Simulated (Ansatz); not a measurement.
Consider interstitial B in silicon, charge state +1. Method: PBE, PAW (plane waves to 420 eV; Ansatz, a first-principles code).

Cell of 216 host sites held at the relaxed PBE lattice; the Γ point alone; Fermi-Dirac width 0.01 eV, spin-restricted; finite-size errors left in. Static, classical nuclei. The charge state is imposed; whether it is stable for some Fermi level was not computed. Sites that were not tried may lie lower.

Barriers: single points on a 2×2×2 k-point mesh shifted by half a step at the bands' geometries.

Relaxed starting cell (atoms counted from 1):

```xyz
217
Lattice="16.4100 0.0000 0.0000 0.0000 16.4100 0.0000 0.0000 0.0000 16.4100" Properties=species:S:1:pos:R:3 pbc="T T T"
Si     1.1608    -1.1624     3.9043
Si    -0.0119     0.0094     8.2222
Si    -0.0036     0.0011    13.6821
Si    -0.0036     5.4682     2.7392
Si    -0.0075     5.4626     8.1990
Si    -0.0065     5.4520    13.6983
Si    -0.0118    10.9282     2.7309
Si    -0.0044    10.9444     8.2061
Si    -0.0075    10.9514    13.6877
Si     5.4793     0.0093     2.7309
Si     5.4629     0.0018     8.2059
Si     5.4562     0.0050    13.6876
Si     5.4562     5.4628     2.7354
Si     5.4654     5.4756     8.2082
Si     5.4681     5.4740    13.6764
Si     5.4628    10.9447     2.7385
Si     5.4678    10.9397     8.2106
Si     5.4654    10.9422    13.6748
Si    10.9392     0.0011     2.7391
Si    10.9448     0.0049     8.1991
Si    10.9555     0.0040    13.6983
Si    10.9555     5.4519     2.7364
Si    10.9335     5.4739     8.2109
Si    10.9371     5.4705    13.6799
Si    10.9449    10.9514     2.7355
Si    10.9318    10.9420     8.2083
Si    10.9335    10.9394    13.6764
Si     1.3597     4.1108     1.3559
Si     1.3652     4.0940     6.8233
Si     1.3613     4.1082    12.3106
Si     1.3639     9.5692     1.3661
Si     1.3578     9.5742     6.8388
Si     1.3602     9.5803    12.3132
Si     1.2362    15.1714     1.3682
Si     1.3588    15.0483     6.8611
Si     1.3602    15.0474    12.3098
Si     6.8353     4.1054     1.3703
Si     6.8384     4.1131     6.8412
Si     6.8354     4.1043    12.3107
Si     6.8334     9.5742     1.3677
Si     6.8329     9.5746     6.8392
Si     6.8331     9.5744    12.3091
Si     6.8384    15.0437     1.3661
Si     6.8333    15.0497     6.8389
Si     6.8273    15.0473    12.3132
Si    12.3353     4.0722     1.3735
Si    12.2991     4.1085     6.8423
Si    12.3062     4.1014    12.3159
Si    12.3022     9.5722     1.3703
Si    12.2943     9.5692     6.8412
Si    12.3032     9.5722    12.3107
Si    12.2969    15.0480     1.3561
Si    12.3133    15.0422     6.8235
Si    12.2993    15.0462    12.3106
Si    -0.0061     2.6898     0.0506
Si    -0.0344     2.7332     5.4642
Si    -0.0068     2.7386    10.9469
Si    -0.0068     8.2034     0.0017
Si    -0.0068     8.2053     5.4722
Si    -0.0068     8.2022    10.9482
Si    -0.0344    13.6862     0.0070
Si    -0.0466    13.6859     5.4642
Si    -0.0068    13.6781    10.9451
Si     5.4722     2.7446    -0.0043
Si     5.4761     2.7523     5.4668
Si     5.4649     2.7385    10.9437
Si     5.4649     8.2068     0.0019
Si     5.4642     8.2089     5.4708
Si     5.4647     8.2076    10.9428
Si     5.4760    13.6836    -0.0118
Si     5.4719    13.6719     5.4786
Si     5.4642    13.6795    10.9414
Si    10.9441     2.7336     0.0068
Si    10.9304     2.7446     5.4749
Si    10.9360     2.7368    10.9474
Si    10.9360     8.2030     0.0037
Si    10.9293     8.2058     5.4699
Si    10.9346     8.2070    10.9434
Si    10.9303    13.6754    -0.0043
Si    10.9326    13.6803     5.4700
Si    10.9294    13.6804    10.9446
Si     1.2363     1.3730     3.9786
Si     1.3638     1.3742     9.5812
Si     1.3596     1.3842    15.0397
Si     1.3602     6.8405     4.1030
Si     1.3602     6.8371     9.5701
Si     1.3613     6.8398    15.0420
Si     1.3588    12.2894     4.1019
Si     1.3578    12.3116     9.5762
Si     1.3652    12.3270    15.0563
Si     6.8383     1.3741     4.1067
Si     6.8334     1.3728     9.5762
Si     6.8353     1.3701    15.0450
Si     6.8274     6.8372     4.1031
Si     6.8332     6.8413     9.5760
Si     6.8353     6.8397    15.0461
Si     6.8333    12.3116     4.1007
Si     6.8329    12.3111     9.5757
Si     6.8383    12.3092    15.0373
Si    12.2970     1.3841     4.1024
Si    12.3022     1.3701     9.5781
Si    12.3352     1.3669    15.0781
Si    12.2993     6.8398     4.1041
Si    12.3032     6.8396     9.5781
Si    12.3062     6.8344    15.0490
Si    12.3135    12.3270     4.1081
Si    12.2943    12.3091     9.5812
Si    12.2991    12.3081    15.0419
Si     2.7215     0.0318     0.0068
Si     2.7211     0.0438     5.4641
Si     2.7295     0.0044    10.9450
Si     2.7321     5.4774    -0.0045
Si     2.7272     5.4749     5.4700
Si     2.7270     5.4781    10.9445
Si     2.7240    10.9315    -0.0119
Si     2.7355    10.9357     5.4784
Si     2.7280    10.9434    10.9414
Si     8.2041     0.0044     0.0016
Si     8.2022     0.0043     5.4722
Si     8.2053     0.0043    10.9481
Si     8.2045     5.4715     0.0035
Si     8.2018     5.4781     5.4698
Si     8.2006     5.4729    10.9433
Si     8.2008    10.9427     0.0019
Si     8.1985    10.9434     5.4708
Si     8.1999    10.9427    10.9428
Si    13.7178     0.0036     0.0505
Si    13.6741     0.0317     5.4642
Si    13.6688     0.0044    10.9469
Si    13.6740     5.4634     0.0068
Si    13.6628     5.4773     5.4749
Si    13.6707     5.4715    10.9473
Si    13.6629    10.9353    -0.0043
Si    13.6552    10.9314     5.4668
Si    13.6690    10.9427    10.9437
Si     4.0807     4.0942     4.1081
Si     4.0984     4.1132     9.5811
Si     4.0995     4.1084    15.0419
Si     4.0960     9.5741     4.1007
Si     4.0964     9.5746     9.5758
Si     4.0984     9.5692    15.0372
Si     4.1181    15.0484     4.1018
Si     4.0960    15.0496     9.5762
Si     4.0807    15.0422    15.0561
Si     9.5678     4.1081     4.1041
Si     9.5679     4.1043     9.5782
Si     9.5732     4.1014    15.0490
Si     9.5704     9.5803     4.1032
Si     9.5662     9.5743     9.5760
Si     9.5678     9.5721    15.0461
Si     9.5670    15.0473     4.1030
Si     9.5703    15.0472     9.5702
Si     9.5679    15.0462    15.0421
Si    15.0233     4.1106     4.1025
Si    15.0375     4.1052     9.5781
Si    15.0407     4.0723    15.0780
Si    15.0334     9.5692     4.1067
Si    15.0347     9.5739     9.5764
Si    15.0375     9.5722    15.0450
Si    15.0352    15.1698     3.9799
Si    15.0333    15.0436     9.5812
Si    15.0233    15.0478    15.0397
Si     2.7216     2.7337     2.7082
Si     2.7238     2.7523     8.2190
Si     2.7321     2.7447    13.6731
Si     2.7294     8.2053     2.7360
Si     2.7280     8.2089     8.2070
Si     2.7270     8.2059    13.6721
Si     2.7206    13.6866     2.6968
Si     2.7356    13.6719     8.2148
Si     2.7272    13.6803    13.6754
Si     8.2040     2.7387     2.7359
Si     8.2009     2.7385     8.2076
Si     8.2046     2.7368    13.6788
Si     8.2053     8.2023     2.7361
Si     8.1999     8.2076     8.2075
Si     8.2005     8.2070    13.6774
Si     8.2022    13.6781     2.7360
Si     8.1986    13.6795     8.2070
Si     8.2017    13.6805    13.6722
Si    13.7180     2.6896     2.7368
Si    13.6629     2.7446     8.2149
Si    13.6739     2.7336    13.6869
Si    13.6689     8.2034     2.7360
Si    13.6689     8.2067     8.2076
Si    13.6707     8.2030    13.6788
Si    13.6742    13.6862     2.7083
Si    13.6552    13.6836     8.2190
Si    13.6628    13.6754    13.6731
Si     4.1108     1.3751     1.3651
Si     4.1152     1.4181     6.8582
Si     4.0974     1.3715    12.3118
Si     4.0974     6.8386     1.3688
Si     4.0965     6.8410     6.8393
Si     4.0977     6.8407    12.3097
Si     4.1150    12.2925     1.3226
Si     4.1003    12.3071     6.8433
Si     4.0966    12.3110    12.3094
Si     9.5724     1.3688     1.3715
Si     9.5690     1.3714     6.8402
Si     9.5800     1.3672    12.3228
Si     9.5800     6.8275     1.3732
Si     9.5668     6.8407     6.8405
Si     9.5690     6.8385    12.3119
Si     9.5690    12.3102     1.3689
Si     9.5665    12.3109     6.8393
Si     9.5667    12.3098    12.3097
Si    15.1698     1.2378     1.5026
Si    15.0323     1.3750     6.8535
Si    15.0387     1.3688    12.3153
Si    15.0388     6.8351     1.3716
Si    15.0360     6.8385     6.8402
Si    15.0403     6.8275    12.3228
Si    15.0323    12.2967     1.3651
Si    14.9895    12.2920     6.8585
Si    15.0360    12.3101    12.3118
B     -0.0185     0.0170     2.7230
```
Cell charge +1.

End state 1 differs by these moves (Å; atoms that move under 0.08 Å are left out):

| atom | element | Δx | Δy | Δz |
|---|---|---|---|---|
| 1 | Si | -1.17 | 1.17 | -0.37 |
| 29 | Si | 0.02 | 0.06 | 0.08 |
| 34 | Si | 0.11 | -0.11 | -0.22 |
| 53 | Si | -0.06 | -0.02 | 0.08 |
| 55 | Si | 0.03 | 0.11 | -0.15 |
| 56 | Si | 0.01 | 0.08 | 0.11 |
| 61 | Si | 0.00 | -0.07 | -0.10 |
| 62 | Si | 0.06 | -0.08 | 0.11 |
| 82 | Si | 0.27 | 0.15 | 0.37 |
| 102 | Si | -0.07 | 0.01 | -0.08 |
| 109 | Si | 0.07 | 0.00 | -0.10 |
| 110 | Si | 0.08 | -0.06 | 0.11 |
| 127 | Si | -0.10 | -0.03 | -0.15 |
| 128 | Si | -0.08 | -0.01 | 0.11 |
| 156 | Si | -0.01 | 0.07 | -0.08 |
| 160 | Si | -0.15 | -0.27 | 0.37 |
| 169 | Si | -0.07 | 0.07 | 0.03 |
| 196 | Si | -0.06 | 0.06 | 0.06 |
| 208 | Si | -0.11 | 0.11 | -0.35 |
| 217 | B | 0.02 | -0.02 | -1.08 |

Problem. Predict the forward and backward barriers to end state 1 from PBE, PAW.

Solution. forward 0.77 eV, backward 0.24 eV; at the saddle point atom 1 has neighbours B at 1.92; 2 Si at 2.37 Å. The saddle point's order was not checked, and it lies on a symmetry element of the cell, where a band can be held.
